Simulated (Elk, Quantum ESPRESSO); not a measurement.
An Elk input for a self-consistent single point of ZrGeS (P4/nmm, 6 atoms in the cell) (DFT, PBEsol, spin-orbit coupling in second variation, all-electron FP-LAPW, Elk's shipped species files, APW+lo basis with extra local orbitals):

```
tasks
  0

xctype
  22

spinorb
  .true.

rgkmax
  7.5

gmaxvr
  16.0

nxlo
  2

lorbcnd
  .true.

lmaxi
  2

nempty
  10

swidth
  0.00499791

maxscl
  100

scale
  6.705598667

avec
    1.0000000000    0.0000000000    0.0000000000
    0.0000000000    1.0000000000    0.0000000000
    0.0000000000    0.0000000000    2.2185323169

sppath
  'species/'

atoms
  3
  'Zr.in'
  2
  0.0000000000  0.5000000000  0.7251900000    0.0 0.0 0.0
  0.5000000000  0.0000000000  0.2748100000    0.0 0.0 0.0
  'Ge.in'
  2
  0.5000000000  0.5000000000  0.0000000000    0.0 0.0 0.0
  0.0000000000  0.0000000000  0.0000000000    0.0 0.0 0.0
  'S.in'
  2
  0.0000000000  0.5000000000  0.3785600000    0.0 0.0 0.0
  0.5000000000  0.0000000000  0.6214400000    0.0 0.0 0.0

ngridk
  7 7 3
```

Task: Give the Quantum ESPRESSO input for the same structure, mesh, smearing and functional.

Result: One input that does it (others would too):

```fortran
&control
  calculation = 'scf'
  outdir = './work'
  pseudo_dir = './'
  verbosity = 'high'
  tprnfor = .true.
  tstress = .true.
/
&system
  ibrav = 0
  nat = 6
  ntyp = 3
  ecutwfc = 55
  ecutrho = 330
  occupations = 'smearing'
  smearing = 'fermi-dirac'
  degauss = 0.0099958
  noncolin = .true.
  lspinorb = .true.
  input_dft = 'pbesol'
/
&electrons
  conv_thr = 1.0d-10
/
ATOMIC_SPECIES
Zr    91.2240  Zr.rel-pbe-spn-rrkjus_psl.1.0.0.UPF
Ge    72.6300  Ge.rel-pbe-n-rrkjus_psl.1.0.0.UPF
S     32.0600  S.rel-pbe-n-rrkjus_psl.1.0.0.UPF
ATOMIC_POSITIONS alat
Zr    0.00000000    0.50000000    1.60885745
Zr    0.50000000    0.00000000    0.60967487
Ge    0.50000000    0.50000000    0.00000000
Ge    0.00000000    0.00000000    0.00000000
S     0.00000000    0.50000000    0.83984759
S     0.50000000    0.00000000    1.37868472
K_POINTS automatic
7 7 3  0 0 0
CELL_PARAMETERS bohr
   6.70559867     0.00000000     0.00000000
   0.00000000     6.70559867     0.00000000
   0.00000000     0.00000000    14.87658735
```

Basis, cutoffs, solver keys and any potentials are the target program's own. This input uses DFT, PBEsol, spin-orbit coupling, plane waves, PSlibrary fully relativistic ultrasoft (PBE) pseudopotentials.

The starting cell comes from a database of computed structures (which also holds hypothetical and non-ambient phases and stackings), without a prior relaxation at this level. Its lattice was rescaled by a random factor within 2.5 % of one.
